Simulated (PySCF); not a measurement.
PySCF 2.14.0, PBE/def2-svp, df: Hf(OEt)(H)3 (CC[O][HfH3]), 12 atoms. The geometry is a generated start, not checked to be a minimum at this level.

```json
{
 "task": "energy",
 "method": "pbe",
 "basis": "def2-svp",
 "two_electron_scheme": "density fitting",
 "mol.max_memory": "3000 MB",
 "mf.max_cycle": "100",
 "mf.diis_space": "8 (default)",
 "mf.conv_tol": "1e-09 (default)",
 "mf.grids.level": "3 (default)",
 "effective_core_potentials": "those of the basis set, past Kr",
 "basis_functions": "114",
 "grid_points": "144576"
}
```

```xyz
12

Hf     1.0726     0.4365     1.9385
O      0.1775    -0.4805     0.4809
C     -0.3113     0.1916    -0.6319
C     -0.9548    -0.7784    -1.6268
H     -1.0727     0.9375    -0.3188
H      0.5163     0.7283    -1.1428
H     -1.7766    -1.3007    -1.1440
H     -1.3284    -0.2445    -2.4963
H     -0.2173    -1.5122    -1.9435
H      2.5490     1.2618     1.1751
H     -0.1501     1.6682     2.5894
H      1.4958    -0.9075     3.1202
```

Charge 0 and multiplicity 1 are set for this test and not shown to be the ground state.

With the defaults (mf.DIIS = CDIIS, mf.diis = true, newton = off, mf.level_shift = 0, mf.init_guess = minao, mf.damp = 0, mf.diis_start_cycle = 1) it converges in 13 Fock builds. One run each on 2 threads, 1 BLAS thread, with these changes:
- mf.init_guess = huckel
- mf.init_guess = 1e
- mf.DIIS = EDIIS
- mf.level_shift = 1 Hartree
- newton = Hessian by the SCF's own integrals
- mf.diis = false
- mf.init_guess = atom
- mf.diis = false, mf.damp = 0.7, mf.diis_start_cycle = 999
- mf.init_guess = mod_huckel

Problem. Name the settings that don't reach the solution of the defaults.

Solution. No convergence: mf.DIIS = EDIIS; mf.diis = false (the run ends without SCF convergence in 100 cycles). The rest reach the solution of the defaults.

```json
[
 {"setting": "the defaults", "Fock builds": "13", "end": "same solution"},
 {"setting": "mf.init_guess = atom", "Fock builds": "14", "end": "same solution"},
 {"setting": "mf.init_guess = huckel", "Fock builds": "16", "end": "same solution"},
 {"setting": "mf.init_guess = mod_huckel", "Fock builds": "16", "end": "same solution"},
 {"setting": "mf.init_guess = 1e", "Fock builds": "20", "end": "same solution"},
 {"setting": "mf.diis = false, mf.damp = 0.7, mf.diis_start_cycle = 999", "Fock builds": "25", "end": "same solution"},
 {"setting": "newton = Hessian by the SCF's own integrals", "Fock builds": "31", "end": "same solution"},
 {"setting": "mf.level_shift = 1 Hartree", "Fock builds": "45", "end": "same solution"},
 {"setting": "mf.DIIS = EDIIS", "Fock builds": "101", "end": "no convergence"},
 {"setting": "mf.diis = false", "Fock builds": "101", "end": "no convergence"}
]
```

Under newton the count holds the products with the orbital Hessian.
